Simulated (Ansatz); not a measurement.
Ansatz (a program for electronic structure) run on SnSe2 (P3m1, 3 atoms in the cell): self-consistent single point.

Computed with LDA (PW92), PAW files made with PBE (plane waves; Ansatz).

```
CELL_PARAMETERS angstrom
      1.89928    -3.28966     0.00000
      1.89928     3.28966     0.00000
      0.00000     0.00000     6.12158
ATOMIC_POSITIONS crystal
  Sn 0.00000 0.00000 0.00817
  Se 0.33333 0.66667 0.25000
  Se 0.66667 0.33333 0.75000
```

Reference input (self-consistent single point, DFT, LDA (PW92), plane waves, PAW files made with PBE): basis.ecutwfc = 420 eV; kpoints.mp_grid.grid = 8 8 4; hamiltonian.xc = lda; hamiltonian.pseudopotentials = {kind: paw} (the program's default PAW files); scf.occupations.method = fermi_dirac; scf.occupations.width = 0.05 eV. This run's input differs from it in these lines:

Ansatz 0.2 input:
```diff
@@ -13,3 +13,3 @@
 kpoints:
-  mp_grid: { grid: [8, 8, 4] }
+  mp_grid: { grid: [22, 22, 12] }
 hamiltonian:
```

Output (repeated stretches shortened):

```
SCF iter   1: F=—  HF=-16647.486919 eV  |F-HF|=—  |Δ(HF+E_count)|=         —  Δρ=3.11e-2  dr2=1.53e0  ethr=3.10e-3  ⟨swp⟩=6.8  Hψ=71527  notcnv=0
all-band conjugate gradients solve this SCF's bands
preconditioner: auto → Resta (q_TF=auto, 2.507 Å⁻¹)
SCF iter   2: F=—  HF=-16647.124435 eV  |F-HF|=—  |Δ(HF+E_count)|=   3.62e-1  Δρ=1.55e-2  dr2=2.31e-1  ethr=3.10e-3  ⟨swp⟩=2.3  Hψ=23121  notcnv=0  defer=244
   [... lines left out ...]
SCF iter   5: F=—  HF=-16647.051193 eV  |F-HF|=—  |Δ(HF+E_count)|=   2.25e-4  Δρ=4.06e-4  dr2=1.18e-4  ethr=2.00e-6  ⟨swp⟩=2.0  Hψ=28520  notcnv=0  defer=244
SCF iter   6: F=—  HF=-16647.051235 eV  |F-HF|=—  |Δ(HF+E_count)|=   4.16e-5  Δρ=1.01e-4  dr2=8.60e-6  ethr=2.57e-7  ⟨swp⟩=2.4  Hψ=27687  notcnv=0  defer=244
SCF iter   7: F=—  HF=-16647.051239 eV  |F-HF|=—  |Δ(HF+E_count)|=   4.00e-6  Δρ=2.69e-5  dr2=5.19e-7  ethr=1.87e-8  ⟨swp⟩=2.0  Hψ=26370  notcnv=0  defer=244
SCF iter   8: F=-16647.051239 eV  HF=-16647.051239 eV  |F-HF|=7.08e-8  |Δ(HF+E_count)|=   4.40e-7  Δρ=7.57e-6  dr2=9.29e-8  ethr=2.17e-10  ⟨swp⟩=8.3  Hψ=77590  notcnv=0
SCF 1 converged in 8 iterations: F = -16647.051239 eV  dr2 = 9.29e-8
Free energy (F): -16647.051239 eV
Internal energy: -16647.051175 eV  (E = F + TS)
E sigma→0 (E₀):  -16647.051207 eV
Entropy (-TS):   -0.000064 eV (-0.021 meV/atom)
Fermi energy:    8.064150 eV
--- Forces (eV/Å), atoms counted from 1 ---
  atom   1  Sn     0.00000000     0.00000000    -0.78699159
  atom   2  Se    -0.00000000     0.00000000     0.89844677
  atom   3  Se    -0.00000000     0.00000000    -0.11154928
--- Stress (GPa, compression-positive) ---
        0.807734       0.000000       0.000000
        0.000000       0.807734       0.000000
        0.000000       0.000000       2.090115
  P = ⅓ Tr σ = 1.2352 GPa (12.352 kbar)
  The stress holds the Pulay correction. Without it, at fixed plane waves, as pw.x and ABINIT print it: P = 1.2178 GPa
```

The run converged in 8 iterations. Against the reference run the free energy is nearly the same (within 1 meV/atom), the pressure stays at 1.24 GPa, the largest force stays at 0.898 eV/Å and the gap on the mesh goes from 0.680 to 0.534 eV.

The starting cell has typed, rounded lattice constants, without a prior relaxation at this level. Its lattice was rescaled by up to half a per cent. One atom was moved a little off its site on purpose. Ansatz's pressure includes its estimate of the finite-basis (Pulay) stress.

Cost on one core of a shared machine: roughly 50 s.
